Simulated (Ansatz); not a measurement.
**Hypothetical I4_132 B, carrier doping**

The parent structure is B (space group I4_132, No. 214; a hypothetical phase, not in the database extracts checked).

```
CELL_PARAMETERS angstrom
     -2.31651     2.31651     2.31651
      2.31651    -2.31651     2.31651
      2.31651     2.31651    -2.31651
ATOMIC_POSITIONS crystal
  B  0.00000 0.25000 0.50000
  B  0.25000 0.50000 0.00000
  B  0.50000 0.00000 0.25000
  B  0.25000 0.25000 0.25000
```

Carriers are added at fixed cell with a uniform background; the Fermi–Dirac width is that of 300 K.

Computed with PBEsol, PAW, 420 eV (Ansatz, an electronic-structure program; without spin-orbit coupling).

Notes on the quantities. Fermi level from band edge: Fermi level relative to the doped band's edge (positive inside the band; to 0.05 eV).

```tsv
electron density (10^21 cm⁻³)	Fermi level from band edge (eV)
1	0.10
1.5	0.15
2	?
10	0.65
```

Task: Fit E_F = C n^s, fitted as a line in log–log form (a parabolic band gives s = 2/3) to the rows shown and predict the withheld row.

Result: Least squares on the printed values gives C = 0.10 eV, s = 0.80 (largest residual 0.01 eV); this predicts 0.18 eV, and the run gives 0.20 eV, in agreement.

Carriers are added with a uniform compensating background; total energy and stress of such cells depend on the potential's zero and are not compared; many-body gap narrowing is missing at this level. No phonon test of stability was made.
